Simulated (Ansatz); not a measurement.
Base system: Os in the hcp (Mg type) structure (space group P6_3/mmc, No. 194; a = 2.7389 Å, c = 4.3168 Å). Axes: x lies along a and z along c of the hexagonal cell.

All numbers come from r2SCAN, PAW, 500 eV (Ansatz, a first-principles code; no spin-orbit coupling), earlier PAW set.

For the base:

The shortest interatomic distance is 2.676 Å and the band gap is zero.

Perturbation: a free-standing slab of 5 layers (5 atoms, 1 a layer) is cut normal to the z axis, with 15 Å of vacuum and the in-plane cell held at bulk.

Task: Predict the new shortest interatomic distance, excess energy per area of both faces, change of the spacing d12 from its bulk value of 2.158 Å, change of the spacing d23 from its bulk value of 2.158 Å and band gap.

Result: The shortest interatomic distance decreases by 0.071 Å, from 2.676 Å to 2.605 Å; the excess energy per area of both faces (slab less bulk energy over the cell's area: twice a surface energy) amounts to 6.6 J/m² (uncertain by up to 0.1 J/m²); the change of the spacing d12 from its bulk value of 2.158 Å comes out as -4.1 %; the change of the spacing d23 from its bulk value of 2.158 Å is +1.0 %; the band gap is still zero.

The excess energy carries the mismatch between the slab's and the bulk's meshes. Stability against distortions was not tested. The final runs are not spin-polarised.
